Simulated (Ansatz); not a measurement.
## CaF2: pressure series

Consider CaF2 in the fluorite structure (space group Fm-3m, No. 225; a = 5.5110 Å).

Cell and atoms are relaxed at each pressure.

Calculations: PBE (Ansatz, a quantum-chemistry and plane-wave program, PAW, scalar-relativistic without spin-orbit coupling), earlier PAW set.

Notes on the quantities. enthalpy: H = E + PV relative to the base's energy.

```csv
case,band gap,lattice parameter a,gap character,enthalpy
base,7.14 eV,5.511 Å,"indirect, X → Γ",–
pressure −2 GPa,6.98 eV,5.562 Å,"indirect, X → Γ",-0.18 eV/atom
pressure −1 GPa,7.06 eV,5.535 Å,"indirect, X → Γ",-0.09 eV/atom
pressure 3 GPa,7.35 eV,5.446 Å,"indirect, X → Γ",+0.26 eV/atom
pressure 7 GPa,7.60 eV,5.373 Å,"indirect, X → Γ",+0.59 eV/atom
pressure 15 GPa,8.01 eV,5.258 Å,"indirect, X → Γ",+1.21 eV/atom
pressure 30 GPa,8.61 eV,5.103 Å,"indirect, X → Γ",+2.29 eV/atom
pressure 50 GPa,8.89 eV,4.958 Å,direct at X,+3.61 eV/atom
pressure 75 GPa,9.08 eV,4.828 Å,direct at X,+5.13 eV/atom
pressure 100 GPa,9.23 eV,4.728 Å,direct at X,+6.55 eV/atom
```

Load acts through the strain it causes; cell and atoms are relaxed under it. Stability against distortions was not tested. Competing high-pressure phases were not computed.
